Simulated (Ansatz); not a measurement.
Pressure series in PtS2

Base system: PtS2 in the CdI2 type structure (space group P-3m1, No. 164; layered, stacked along the Cartesian z axis).

```xyz
3
Lattice="3.5836 0.0000 0.0000 -1.7918 3.1035 0.0000 0.0000 0.0000 4.6564" Properties=species:S:1:pos:R:3 pbc="T T T"
Pt     0.0000     0.0000     0.0000
S      1.7918     1.0345     1.2060
S      0.0000     2.0690     3.4504
```

Cell and atoms are relaxed at each pressure.

Computed with DFT with PBE-D3(BJ), PAW potentials and a 420 eV plane-wave cutoff in Ansatz (a program for electronic structure), no spin-orbit coupling.

```
variant           band gap   c/a ratio  shortest interatomic distance
----------------  --------  ----------  -----------------------------
base                  zero       1.299                        2.395 Å
pressure −1 GPa    0.25 eV       1.339                        2.398 Å
pressure 3 GPa        zero       1.244                        2.386 Å
pressure 7 GPa        zero  (withheld)                     (withheld)
pressure 15 GPa       zero       1.177                        2.351 Å
pressure 30 GPa       zero       1.150                        2.317 Å
pressure 50 GPa       zero       1.135                        2.281 Å
pressure 75 GPa       zero       1.124                        2.245 Å
pressure 100 GPa      zero       1.122                        2.216 Å
```

Question: Complete the table.

Answer: 
- pressure 7 GPa, c/a ratio: 1.211
- pressure 7 GPa, shortest interatomic distance: 2.373 Å

Spin-orbit coupling, missing from the scalar runs, can matter with Pt. Load acts through the strain it causes; cell and atoms are relaxed under it. Whether these cells are dynamically stable was not tested. No other phases were tried under pressure. The final runs are not spin-polarised. A zero or small gap of PtS2 can be the functional's error rather than a property of the material.
